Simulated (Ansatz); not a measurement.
Ansatz (an electronic-structure program) run on TaAs (I4_1md, 4 atoms in the cell): zone-centre phonon calculation.

Level of theory: PBEsol, default PAW files made with PBE (plane waves; Ansatz).

```xyz
4
Lattice="-1.7046 1.7046 5.8093 1.7046 -1.7046 5.8093 1.7046 1.7046 -5.8093" Properties=species:S:1:pos:R:3 pbc="T T T"
Ta     1.7046     0.0000     5.8089
Ta     0.0000     0.0000     8.7135
As     1.7046     0.0000     0.9600
As     0.0000     0.0000     3.8647
```

Reference input (self-consistent single point, DFT, PBEsol, plane waves, default PAW files made with PBE): basis.ecutwfc = 420 eV; kpoints.mp_grid.grid = 7 7 7; hamiltonian.xc = pbesol; hamiltonian.pseudopotentials = {kind: paw} (the program's default PAW files); scf.occupations.method = methfessel_paxton; scf.occupations.width = 0.2 eV. This run's input differs from it in these lines:

```diff
@@ -19,6 +19,5 @@
   occupations: { method: methfessel_paxton, width: 0.2 }
-output:
-  forces: true
-  eigenvalues: true
-  stress: true
+  convergence: { dr2_threshold: 1.0e-04 eV }
+phonons:
+  method: dfpt
```

Log, with long lists cut:

```
SCF iter   1: F=—  HF=-29241.482011 eV  |F-HF|=—  |Δ(HF+E_count)|=         —  Δρ=7.49e-3  dr2=2.80e-2  ethr=1.77e-3  ⟨swp⟩=5.0  Hψ=8184  notcnv=0
all-band conjugate gradients solve this SCF's bands
preconditioner: auto → Kerker (q_TF=auto, 2.645 Å⁻¹)
SCF iter   2: F=—  HF=-29241.477782 eV  |F-HF|=—  |Δ(HF+E_count)|=   4.23e-3  S|Δr|=    0.00e0  Δρ=4.20e-3  dr2=7.95e-3  ethr=5.00e-5  ⟨swp⟩=1.0  Hψ=2688  notcnv=0
SCF iter   3: F=—  HF=-29241.476793 eV  |F-HF|=—  |Δ(HF+E_count)|=   9.89e-4  S|Δr|=    0.00e0  Δρ=6.59e-4  dr2=2.55e-4  ethr=1.42e-5  ⟨swp⟩=2.0  Hψ=2628  notcnv=0
SCF iter   4: F=—  HF=-29241.476757 eV  |F-HF|=—  |Δ(HF+E_count)|=   3.60e-5  S|Δr|=    0.00e0  Δρ=1.36e-4  dr2=1.92e-5  ethr=1.79e-7  ⟨swp⟩=11.9  Hψ=19191  notcnv=0
SCF iter   5: F=-29241.476732 eV  HF=-29241.476734 eV  |F-HF|=1.72e-6  |Δ(HF+E_count)|=   2.30e-5  S|Δr|=    0.00e0  Δρ=7.59e-5  dr2=3.82e-6  ethr=3.43e-8  ⟨swp⟩=12.6  Hψ=23287  notcnv=0
SCF 1 converged in 5 iterations: F = -29241.476732 eV  dr2 = 3.82e-6
DFPT response loops at Γ: preconditioner auto → Kerker (q_TF=auto, 2.645 Å⁻¹) (partly filled bands, converged f_vac=0.000) …
Stability not checked (fill_not_monotonic)
Free energy (F): -29241.476732 eV
Internal energy: -29241.475790 eV  (E = F + TS)
E sigma→0 (E₀):  -29241.476497 eV
Entropy (-TS):   -0.000942 eV (-0.236 meV/atom)
Fermi energy:    17.496086 eV
   [... lines left out ...]
  ASR residual: 3.313e-2 → 0.000e0 eV/Å²; symmetrization residual: 5.420e-7 eV/Å²
  ASR residual per site (eV/Å²): 9.03e-3 9.03e-3 3.31e-2 3.31e-2
  Γ frequencies (cm⁻¹): 0.00 0.00 0.00 124.63 124.63 169.92 235.45 235.45 255.13 258.70 258.70 260.44
  non-analytic LO–TO correction: not included (Born effective charges unavailable; polar crystals: no LO–TO splitting at Γ)
```

The run converged in 5 iterations. 

Summary of the result:
- Free energy E − TS (on the zero of these files): -29241.4767 eV
- Zone-centre frequencies (cm⁻¹; negative means imaginary): 0, 0, 0, 125, 125, 170, 235, 235, 255, 259, 259, 260

The starting cell comes from a database of computed structures (which also holds hypothetical and non-ambient phases and stackings), without a prior relaxation at this level. Its lattice was rescaled by a random factor within 2.5 % of one. Spin polarisation is off.

Cost on one core of a shared machine: roughly 4 min.

Keys are those of Ansatz 0.2.
